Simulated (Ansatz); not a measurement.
ZnS in the wurtzite structure (space group P6_3mc, No. 186)

```
CELL_PARAMETERS angstrom
      3.80703     0.00000     0.00000
     -1.90352     3.29699     0.00000
      0.00000     0.00000     6.24624
ATOMIC_POSITIONS crystal
  Zn 0.66667 0.33333 0.99975
  Zn 0.33333 0.66667 0.49975
  S  0.66667 0.33333 0.62545
  S  0.33333 0.66667 0.12545
```

Calculations: r2SCAN (Ansatz, a first-principles code), no spin-orbit coupling, earlier PAW set. Settings: 10×10×6 k-points, 0.05 eV Fermi–Dirac smearing.

```json
{
 "volume_per_atom": "19.60 Å³",
 "density": "4.13 g/cm³",
 "band_gap": "2.77 eV, direct at Γ",
 "electron_mass": "0.18 mₑ along c, 0.21 mₑ across",
 "total_energy": "-2116.724 eV/atom (σ→0; compares only within this code and set-up)"
}
```

Masses are band curvatures over ±0.01 Å⁻¹ around the edge. Stability against distortions was not tested.
